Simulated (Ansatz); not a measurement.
## GaAlAs₂ (model structure, P-4m2, No. 115, 4 atoms in the cell)

Level of theory: PBE (PAW; Ansatz, an electronic-structure program).

Run with plane-wave cutoff 520 eV, scalar-relativistic PAW data made under PBE.

Cell (relaxed at this level):

```yaml
crystal:
  lattice:
    - [4.05907, 0.00000, 0.00000]
    - [0.00000, 4.05907, 0.00000]
    - [0.00000, 0.00000, 5.73103]
  atoms:
    - { symbol: Ga, position: [0.00000, 0.00000, 0.00000] }
    - { symbol: As, position: [0.50000, 0.00000, 0.25160] }
    - { symbol: Al, position: [0.50000, 0.50000, 0.50000] }
    - { symbol: As, position: [0.00000, 0.50000, 0.74840] }
```

```json
{
 "bulk_modulus": "64.2 GPa"
}
```

Note: the bulk modulus is −V dP/dV from two relaxed cells at ±2 % in volume; the relaxation could raise the start's symmetry but not lower it, so the cell can be a saddle point.

Static lattice: no zero-point or thermal effects.

Computing time: around 80 core-seconds (rough).

A model structure was made by putting elements into a prototype or built by hand; it is no filed structure, need not be a known phase, and can be a saddle point held by its symmetry.
